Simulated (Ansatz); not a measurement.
Sn: energy against strain

Sn (diamond, Fd-3m, 33.925 Å³/atom at rest) under an equal strain ε in the (111) plane with the normal axis free, as in a coherent film. LDA in Ansatz, a plane-wave DFT program (PAW, default set), 420 eV, 16×16×16 Γ-centred mesh, Fermi-Dirac smearing 0.10 eV; ions are relaxed within the symmetry of each cell.

Here s stands for strain and y for E less E0.

```csv
strain (%),E less E0 (meV/atom)
-1.25,3.08
-0.83,1.31
-0.42,0.31
0.00,0.00
0.42,0.40
0.83,1.45
1.25,3.19
2.50,?
```

Task: Using a parabola, estimate the missing y at s = 2.50 from the other rows, showing the fit.

Result: Least squares gives y = 0.000 + 0.0600·s + 2.0060·s². Residuals (row less fit): 0.021, -0.022, -0.019, 0.000, 0.021, 0.018, -0.019; standard error 0.025 (degrees of freedom: 4). Twice the quadratic coefficient over the volume, 2 × 2.0060 meV × 10⁴ × 0.1602 / 33.925 Å³, is twice the biaxial elastic modulus of this plane = 189 ± 1.5 GPa. At the withheld row, y = 0.000 + 0.0600 × 2.50 + 2.0060 × 2.50² = 12.687 meV/atom. The calculation gives 12.02 meV/atom, 0.667 meV/atom below the prediction (5.5 % of the range of y in the table). The row lies outside the fitted rows, so this is an extrapolation. From the scatter of the fitted rows alone, a prediction at this place has a standard error of 0.094 meV/atom, so the miss is 7.1 times that.

One order more, fitted to all 13 runs of the series, follows each within 0.01, so the miss is the next term of a smooth law. This level leaves no gap over 0.05 eV at strain -1.25, -0.83, -0.42, 0.00, 0.42, 0.83, 1.25, 2.50, where the mesh may be coarse. Sn is here grey tin, stable below 13 °C. Rows are the converged runs of the series near zero and its far end; series whose fitted rows scatter by over a few per cent of the range, as at a crossing or softening among them, aren't shown in this form. Most that stay on the fit to the last digits aren't either.
